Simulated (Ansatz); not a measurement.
System: WO3 (Pm-3m, No. 221, 4 atoms in the cell; start mp-19390; a measured phase of this formula has another space group). Method: PBE0 in Ansatz (PAW).

Numerical settings: plane-wave cutoff 460 eV, 6×6×6 k mesh, Fermi–Dirac smearing 0.01 eV, no spin polarisation, scalar-relativistic PAW data made under PBE.

Cell (relaxed with PBEsol):

```
WO3
1.0
    3.79961     0.00000     0.00000
    0.00000     3.79961     0.00000
    0.00000     0.00000     3.79961
W O
1 3
Direct
  0.00000   0.00000   0.00000
  0.00000   0.00000   0.50000
  0.50000   0.00000   0.00000
  0.00000   0.50000   0.00000
```

Q: Predict the band gap and smallest direct gap on the k points sampled.

A: 
- band gap = 2.44 eV (on the SCF k mesh)
- smallest direct gap on the k points sampled = 3.50 eV

Note: cell and atoms aren't relaxed at this level (pressure -3.4 GPa).

Spin–orbit coupling is not included.

The computed numbers hold no vibrational or temperature effects.

A start named mp-… is a Materials Project structure, which need not be a measured phase.

Ansatz is a program for electronic structure.
